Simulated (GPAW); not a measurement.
GPAW 25.7.0, DFT, PBE, plane waves, PAW datasets of gpaw-data 1.0.1: bcc Fe, atoms displaced, 2 atoms, spin-polarised from a ferromagnetic start (3 μB on Fe). Basis and mesh were picked for this test and aren't claimed converged.

```
Item                                                                  Result
-------------------------------------------  -------------------------------
cell                                         2.87, 2.87, 2.87 Å; 90, 90, 90°
distance to the nearest atom                                  2.44 to 2.44 Å
task                                                                     scf
mode.name                                                                 pw
mode.ecut                                                             500 eV
xc                                                                       PBE
k mesh                                                                 8×8×8
kpts.gamma                                                              true
occupations.name                                                 fermi-dirac
occupations.width                                                     0.1 eV
convergence.density (electrons an electron)                            1e-05
maxiter                                                                  150
parallel.sl_auto                                                       false
eigensolver.name                                               dav (default)
eigensolver.niter                                                2 (default)
mixer.backend                                                pulay (default)
mixer.method                                            difference (default)
mixer.beta                                                    0.05 (default)
mixer.nmaxold                                                    5 (default)
mixer.weight                                                    50 (default)
convergence.eigenstates (eV² an electron)                    4e-08 (default)
convergence.energy (eV an electron)                         0.0005 (default)
k-points after symmetry (for each spin)                                  260
bands                                                                     18
electrons                                                                 16
plane waves                                                              624
coarse grid                                                         15*15*15
symmetry operations                                                        1
```

Machine A. It runs on a single node (Intel Xeon 6 (Granite Rapids), 96 cores on 1 socket, 2 hardware threads a core, 3 L3 cache groups, 3 NUMA nodes).

Machine B. Hardware: AMD EPYC (Zen 5), 96 cores on 1 socket, no SMT, 12 L3 cache groups; 94 cores' worth of CPU time may be used.

Each time is the median wall time of two to five repeats, run one at a time on the otherwise empty machine; start-up is included. Unless noted, each process is bound to its own block of adjacent cores. Build: conda-forge: Open MPI, OpenMP, OpenBLAS, FFTW, ScaLAPACK, ELPA. Other compilers and libraries give other times. Scratch files lie in a memory file system.

All on 8 ranks. Base settings, kept where nothing else is said: parallel.kpt = 8, parallel.band = 1, parallel.domain = 1, parallel.augment_grids = true. On machine A:

```
run                                                                                                                                                                                                       wall time on A
--------------------------------------------------------------------------------------------------------------------------------------------------------------------------------------------------------  --------------
the base settings                                                                                                                                                                                                   12 s
parallel.kpt = 1, parallel.band = 2, parallel.domain = 4                                                                                                                                                            45 s
parallel.kpt = 8 by the program's choice (default), parallel.band = 1 by the program's choice (default), parallel.domain = 1 x 1 x 1 by the program's choice (default)                                              12 s
parallel.kpt = 8 by the program's choice (default), parallel.band = 1 by the program's choice (default), parallel.domain = 1 by the program's choice (default), parallel.augment_grids = false (default)            12 s
parallel.kpt = 1, parallel.band = 8                                                                                                                                                                                 59 s
parallel.kpt = 1, parallel.band = 4, parallel.domain = 2                                                                                                                                                            52 s
```

Problem. What do these runs take on the other node, and does the best choice change?

Solution. 
```json
[
 {"run": "the base settings", "A": "12 s", "B": "8.7 s", "B over A": "0.71"},
 {"run": "parallel.kpt = 1, parallel.band = 2, parallel.domain = 4", "A": "45 s", "B": "29 s", "B over A": "0.64"},
 {"run": "parallel.kpt = 8 by the program's choice (default), parallel.band = 1 by the program's choice (default), parallel.domain = 1 x 1 x 1 by the program's choice (default)", "A": "12 s", "B": "8.7 s", "B over A": "0.70"},
 {"run": "parallel.kpt = 8 by the program's choice (default), parallel.band = 1 by the program's choice (default), parallel.domain = 1 by the program's choice (default), parallel.augment_grids = false (default)", "A": "12 s", "B": "8.8 s", "B over A": "0.71"},
 {"run": "parallel.kpt = 1, parallel.band = 8", "A": "59 s", "B": "38 s", "B over A": "0.64"},
 {"run": "parallel.kpt = 1, parallel.band = 4, parallel.domain = 2", "A": "52 s", "B": "33 s", "B over A": "0.64"}
]
```

B takes 0.64 to 0.71 times the time of A. The shortest run is the base settings on both, with others too close to call.
